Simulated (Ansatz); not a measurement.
WTe2 (P6₃/mmc, No. 194, 6 atoms in the cell; start mp-1019322; a measured phase of this formula has another space group), treated with LDA in Ansatz (PAW).

Input file:

Ansatz 0.2 input:
```yaml
crystal:
  lattice:
    - [3.49869159, 0.0, 0.0]
    - [-1.749345795, 3.029955797, 0.0]
    - [0.0, 0.0, 13.9177774447]
  atoms:
    - { symbol: Te, position: [0.3333333333, 0.6666666667, 0.8804453956] }
    - { symbol: Te, position: [0.6666666667, 0.3333333333, 0.1195546044] }
    - { symbol: Te, position: [0.6666666667, 0.3333333333, 0.3804453956] }
    - { symbol: Te, position: [0.3333333333, 0.6666666667, 0.6195546044] }
    - { symbol: W, position: [0.3333333333, 0.6666666667, 0.25] }
    - { symbol: W, position: [0.6666666667, 0.3333333333, 0.75] }
basis:
  ecutwfc: 520
  ecutrho_ratio: 4
  xc_grid: 2
kpoints:
  mp_grid: { grid: [12, 12, 4] }
hamiltonian:
  xc: lda
  dispersion: none
  pseudopotentials: { azcp: { folder: ./paw }, kind: paw }
scf:
  occupations: { method: fermi_dirac, width: 0.01 }
output:
  forces: true
  stress: true
  eigenvalues: true
relax:
  f_tol: 0.004
  escape_saddle: false
  max_steps: 80
  cell: { stress_tol: 0.02, fix: [volume] }
```

Output (set-up and result lines):

```
Relaxation: its limit of steps is 80 (relax.max_steps)
Crystal: 6 atoms, lattice volume = 147.541 Å³
Basis set: ecut = 520 eV, 3987 PW (Γ), exchange–correlation on 54×54×216 points (8 copies of the dense FFT grid, shifted against one another)
Bands: 56, of which v1, the nominal top of the filled ones, is band 46 counted from 1 (45 counted from 0)
Symmetry: 24 space group operations
Space group: P63/mmc (ITA 194), of the structure as read, at distance tolerance 5.3e-5 Å
k-points: 57 of 576
Initial density: superposition of atomic densities (chi_scale 0.1, normalization cell, long waves kept (reshape's long-wave potential 0.05 eV rms))
Functional: x = slater, c = lda
SCF iter   1: F=—  HF=-47571.631716 eV  |F-HF|=—  |Δ(HF+E_count)|=         —  Δρ=3.33e-2  dr2=1.95e0
SCF iter   2: F=—  HF=-47571.223285 eV  |F-HF|=—  |Δ(HF+E_count)|=   4.08e-1  Δρ=1.92e-2  dr2=6.44e-1
  ...
SCF 1 converged in 8 iterations: F = -47571.024295 eV  dr2 = 1.67e-8
Crystal: 6 atoms, lattice volume = 147.541 Å³
Basis set: ecut = 520 eV, 4025 PW (Γ), exchange–correlation on 54×54×216 points (8 copies of the dense FFT grid, shifted against one another)
  ...
Basis set: ecut = 520 eV, 4049 PW (Γ), exchange–correlation on 54×54×216 points (8 copies of the dense FFT grid, shifted against one another)
SCF 3 converged in 10 iterations: F = -47571.038246 eV  dr2 = 2.50e-12
Crystal: 6 atoms, lattice volume = 147.541 Å³
Basis set: ecut = 520 eV, 4001 PW (Γ), exchange–correlation on 54×54×216 points (8 copies of the dense FFT grid, shifted against one another)
SCF 4 converged in 5 iterations: F = -47571.038567 eV  dr2 = 3.86e-8
Crystal: 6 atoms, lattice volume = 147.541 Å³
SCF 5 converged in 4 iterations: F = -47571.038753 eV  dr2 = 6.07e-8
Crystal: 6 atoms, lattice volume = 147.541 Å³
SCF iter   5: F=—  HF=-47571.038756 eV  |F-HF|=—  |Δ(HF+E_count)|=   2.00e-9  Δρ=2.95e-7  dr2=9.12e-11
SCF iter   6: F=-47571.038756 eV  HF=-47571.038756 eV  |F-HF|=2.18e-11  |Δ(HF+E_count)|=  8.00e-11  Δρ=7.30e-8  dr2=6.89e-12
SCF 6 converged in 6 iterations: F = -47571.038756 eV  dr2 = 6.89e-12
SCF converged after 6 iterations
Free energy (F): -47571.038756 eV
Internal energy: -47571.038756 eV  (E = F + TS)
E sigma→0 (E₀):  -47571.038756 eV
Fermi energy:    13.242560 eV
--- Stress (GPa, compression-positive) ---
       -0.677004       0.000000       0.000000
        0.000000      -0.677004       0.000000
        0.000000       0.000000      -0.669353
  P = ⅓ Tr σ = -0.6745 GPa (-6.745 kbar)
```

The cell is one volume of an energy–volume scan, off the minimum.

The PAW data were made under PBE.

Note: the relaxation could not lower the start's symmetry, so the cell can be a saddle point above a distorted one. Note: the cell has widely spaced layers and the level no dispersion term, so their spacing and the moduli can rest on weak binding.

Cost on a shared machine: around 3 core-minutes (rough).

A start named mp-… is a Materials Project structure, which need not be a measured phase.

Ansatz is a program for electronic structure.
